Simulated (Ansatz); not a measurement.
Take an 8-atom supercell of W in the bcc (W type) structure (space group Im-3m, No. 229; a = 3.1545 Å) at its relaxed geometry as the base.

Method: Kohn–Sham DFT with the PBEsol functional, run in Ansatz (a first-principles code) with PAW and 420 eV plane waves, without spin-orbit coupling, earlier PAW set.

For the base:

* **Pressure**: -0.3 GPa

Perturbation: a neutral W interstitial (started 1.66 Å from the nearest host atom), atoms relaxed at fixed cell, starting from a slightly rattled geometry.

Q: Estimate the effect on the final site of the added atom.

A: The final site of the added atom is 11 W at 2.22–3.45 Å.

Q: Predict the new pressure.

A: The pressure increases by 81.46 GPa (-0.3 GPa → 81.1 GPa).

Q: What happens to the largest displacement of a host atom from its site in the perfect cell?

A: The largest displacement of a host atom from its site in the perfect cell comes out as 1.61 Å.

The cell is small, so the values are those of an ordered compound at a high defect concentration; dilute-limit values will differ. All final runs are without spin polarisation. The defect cell is not spin-polarised.
